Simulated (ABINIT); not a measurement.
Troubleshooting ABINIT: a failed run on Ca₃TlN (Pm-3m, 5 atoms in the cell). The aim is a self-consistent single point with DFT, PBEsol, plane waves, norm-conserving pseudopotentials (PseudoDojo nc-sr-04 PBEsol standard).

Cell that was meant: a = 4.9538 Å, b = 4.9538 Å, c = 4.9538 Å, α = 90.00°, β = 90.00°, γ = 90.00°.

Part of the input:

```
ecut 84 Ry
occopt 7
tsmear 0.00367493
nband 24
kptopt 1
ngkpt 4 4 4
nshiftk 1
```

Log, with long lists cut:

```
--- !BeginCycle
solver: {iscf: 7, nstep: 80, nline: 4, wfoptalg: 0, }
tolerances: {tolvrs: 1.00E-12, }
...

     iter   Etot(hartree)      deltaE(h)  residm     vres2
 ETOT  1  -184.68266082691    -1.847E+02 1.726E-01 1.171E+04
 ETOT  2  -185.59248263406    -9.098E-01 2.021E-02 1.641E+04
 ETOT  3  -186.79690060212    -1.204E+00 7.269E-02 1.411E+03
 ETOT  4  -186.92470528211    -1.278E-01 1.159E-02 9.958E+02
 ETOT  5  -187.00977291526    -8.507E-02 4.136E-03 4.033E+02
   [... 71 lines left out ...]
 ETOT 77  -187.07126893180    -2.125E-07 1.000E-07 2.222E-05
 ETOT 78  -187.07126911688    -1.851E-07 1.361E-07 1.361E-04
 ETOT 79  -187.07126944638    -3.295E-07 9.509E-08 5.366E-06
 ETOT 80  -187.07126973490    -2.885E-07 1.171E-07 1.117E-04

 Cartesian components of stress tensor (hartree/bohr^3)
  sigma(1 1)=  7.83751084E-05  sigma(3 2)=  0.00000000E+00
  sigma(2 2)=  7.83751084E-05  sigma(3 1)=  0.00000000E+00
  sigma(3 3)=  7.83751084E-05  sigma(2 1)=  0.00000000E+00
 scprqt:  WARNING -
  nstep=   80 was not enough SCF cycles to converge;
  potential residual=  1.117E-04 exceeds tolvrs=  1.000E-12

 ----iterations are completed or convergence reached----

 reduced coordinates (array xred) for    5 atoms
       0.500000000000      0.500000000000      0.000000000000
   [... lines left out ...]
 Fermi (or HOMO) energy (eV) =   6.85763   Average Vxc (eV)=  -9.68281
   [... lines left out ...]

--- !EnergyTerms
kinetic             :  7.79759327404055E+01
hartree             :  3.81899542185115E+01
xc                  : -4.38526613012785E+01
Ewald energy        : -1.24903606883897E+02
psp_core            :  4.67429714936703E+00
local_psp           : -1.37404188462156E+02
non_local_psp       : -1.75099719585255E+00
internal            : -1.87071269734900E+02
'-kT*entropy'       : -1.59300255323429E-16
total_energy        : -1.87071269734900E+02
total_energy_eV     : -5.09046812993396E+03
band_energy         : -1.93165662647412E+01
...

-Cartesian components of stress tensor (GPa)         [Pressure= -2.3059E+00 GPa]
- sigma(1 1)=  2.30587491E+00  sigma(3 2)=  0.00000000E+00
- sigma(2 2)=  2.30587491E+00  sigma(3 1)=  0.00000000E+00
- sigma(3 3)=  2.30587491E+00  sigma(2 1)=  0.00000000E+00

 Calculation completed.
```

**Question.** What caused this, and what should be changed?

**Answer.** The fault is too few bands. The band count has to hold all valence electrons, and a smeared run needs empty bands on top for the tail of the occupations. To fix it, raise the band count or leave it to the default. The run ended unconverged after 80 iterations.

An input that runs soundly differs in these lines (not the only fix; some lines may just follow from the change or write a value another way):
```diff
-nband 24
+nband 31
```

With that input, the run converged in 20 iterations: free energy E − TS -5090.84 eV; Fermi level (on the code's own zero) 5.23 eV; pressure -2.24 GPa (DFT, PBEsol, plane waves, norm-conserving pseudopotentials (PseudoDojo nc-sr-04 PBEsol standard)).

On the sound input: the starting cell comes from a database of computed structures (which also holds hypothetical and non-ambient phases and stackings), without a prior relaxation at this level. The run gives no clean gap (levels at the Fermi energy touch, overlap or are partly filled at this smearing), which alone does not show that the compound is a metal.
